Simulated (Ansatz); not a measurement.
## WC under a change: tensor shear ε_xz = +0.22 %

Consider WC (space group P-6m2, No. 187; a = 2.9122 Å, c = 2.8362 Å). Axes: x lies along a and z along c of the hexagonal cell.

The change: a pure shear with ε_xz = ε_zx = 0.0022; the atoms relax in the strained cell.

Calculations: plane-wave PAW DFT at the r2SCAN level (Ansatz, an electronic-structure program, 500 eV), scalar-relativistic without spin-orbit coupling. Γ-centred 18×18×16 mesh, Fermi–Dirac width 0.05 eV.

```tsv
quantity	base	changed	shift
volume per atom	10.42 Å³	10.42 Å³	0.00 Å³
shortest interatomic distance	2.200 Å	2.195 Å	-0.0041 Å
energy relative to the base (free energy F)	0 meV/atom	+0.2 meV/atom	+0.2 meV/atom
pressure (mean of the normal stresses, compression positive)	0.0 GPa	0.0 GPa	0.0 GPa
band gap	zero	zero	–
stress (xx, yy, zz, yz, xz, xy; compression positive) (rough)	–	(0.0, 0.0, 0.0, 0.0, -1.4, 0.0) GPa	–
```

Without a gap, meshes like the base's 18×18×16 leave anisotropic stresses uncertain by several tenths of a GPa, and small strain energies with them. Whether these cells are dynamically stable was not tested. All final runs are without spin polarisation.
